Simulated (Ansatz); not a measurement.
Pd: transverse stress against strain

Pd (fcc, Fm-3m, 14.577 Å³/atom at rest, cube axes along x, y and z) under a strain ε along a cube axis (axis z), the other axes held. PBEsol in Ansatz, a plane-wave DFT program (PAW, default set), 420 eV, 29×29×29 Γ-centred mesh, Fermi-Dirac smearing 0.10 eV; ions are relaxed within the symmetry of each cell. Stress is positive for a compressed cell.

Here s stands for strain and y for stress xx.

| strain (%) | stress xx (GPa) |
|---|---|
| -3.00 | ? |
| -1.50 | 2.87 |
| -1.00 | 1.87 |
| -0.50 | 0.92 |
| 0.00 | 0.00 |
| 0.50 | -0.89 |
| 1.00 | -1.74 |
| 1.50 | -2.56 |

**Question.** Fit y against s with a straight line, and predict the withheld value at s = -3.00.

**Answer.** Means: s 0, y 0.067. About the means, the sum of products is -12.660 and the sum of squares of s is 7.0000; the slope is their ratio. Least squares gives y = 0.067 - 1.8086·s. Residuals (row less fit): 0.090, -0.006, -0.051, -0.067, -0.053, 0.002, 0.086; standard error 0.071 (degrees of freedom: 5). The slope gives the elastic constant C12 = 181 ± 3 GPa. At the withheld row, y = 0.067 - 1.8086 × (-3.0) = 5.493 GPa. The calculation gives 6.08 GPa, 0.587 GPa above the prediction (6.8 % of the range of y in the table). The row lies outside the fitted rows, so this is an extrapolation. From the scatter of the fitted rows alone, a prediction at this place has a standard error of 0.111 GPa, so the miss is 5.3 times that.

One order more, fitted to all 13 runs of the series, follows each within 0.01, so the miss is the next term of a smooth law. In a metal these values are sensitive to mesh and smearing; energies are taken to zero smearing, stresses follow the free energy. Rows are the converged runs of the series near zero and its far end; series whose fitted rows scatter by over a few per cent of the range, as at a crossing or softening among them, aren't shown in this form. Most that stay on the fit to the last digits aren't either.
